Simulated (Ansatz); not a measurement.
The parent structure is La2O3 (space group P-3m1, No. 164; a = 3.9065 Å, c = 6.0394 Å).

One thing is altered: cell and atoms relaxed at a pressure of 30 GPa.

Levels (all Ansatz, an electronic-structure program, PAW, earlier PAW set): PBEsol (420 eV, no SOC); r2SCAN (500 eV, no spin-orbit coupling); HSE06 (420 eV, no spin-orbit coupling); PBEsol+SOC (600 eV, with spin-orbit coupling).

One geometry, relaxed with PBEsol, under each level:

| level | band gap | lowest conduction level above the VBM at special points | electron mass | pressure |
|---|---|---|---|---|
| PBEsol | 3.61 eV | K 3.61 eV; Γ 3.94 eV; M 3.98 eV; A 4.39 eV | 1.1 mₑ along c, 1.0 mₑ across (at K) | 30.00 GPa |
| r2SCAN | 4.07 eV | K 4.07 eV; Γ 4.53 eV; M 4.50 eV; A 4.97 eV | – | 36.93 GPa |
| HSE06 | 5.10 eV | K 5.10 eV; Γ 5.54 eV; M 5.62 eV | – | – |
| PBEsol+SOC | 3.58 eV | K 3.58 eV; Γ 3.90 eV; M 3.96 eV; A 4.35 eV | 1.1 mₑ along c, 1.0 mₑ across (at K) | – |

Single points use the geometry relaxed with PBEsol. Their cutoffs differ, which shifts pressures a little. HSE06 gaps are upper bounds (no full band path). The spin-orbit shifts are approximate. Load acts through the strain it causes; cell and atoms are relaxed under it. Effective masses come from finite differences of ±0.01 Å⁻¹. Stability against distortions was not tested. Competing high-pressure phases were not computed.
